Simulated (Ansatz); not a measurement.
**W: pressure series**

Take W in the bcc (W type) structure (space group Im-3m, No. 229; a = 3.1835 Å) as the base.

Cell and atoms are relaxed at each pressure.

Levels (all Ansatz, a program for electronic structure, PAW): PBE (420 eV, scalar-relativistic without spin-orbit coupling); r2SCAN (500 eV, without spin-orbit coupling).

The base cell above is that of PBE; each level relaxes its own structures.

```tsv
case	shortest interatomic distance, PBE	shortest interatomic distance, r2SCAN
pressure −2 GPa	2.763 Å	2.751 Å
pressure −1 GPa	2.760 Å	2.748 Å
pressure 3 GPa	2.748 Å	2.736 Å
pressure 7 GPa	2.737 Å	2.725 Å
pressure 15 GPa	2.716 Å	2.705 Å
pressure 30 GPa	2.682 Å	2.672 Å
pressure 50 GPa	2.643 Å	2.635 Å
pressure 75 GPa	2.602 Å	2.596 Å
pressure 100 GPa	2.568 Å	2.562 Å
```

PBE lies above r2SCAN in every row, by 0.006 Å to 0.013 Å. They put the cases in the same order.

Load acts through the strain it causes; cell and atoms are relaxed under it. No phonon test of stability was made. Competing high-pressure phases were not computed. The final runs are not spin-polarised.
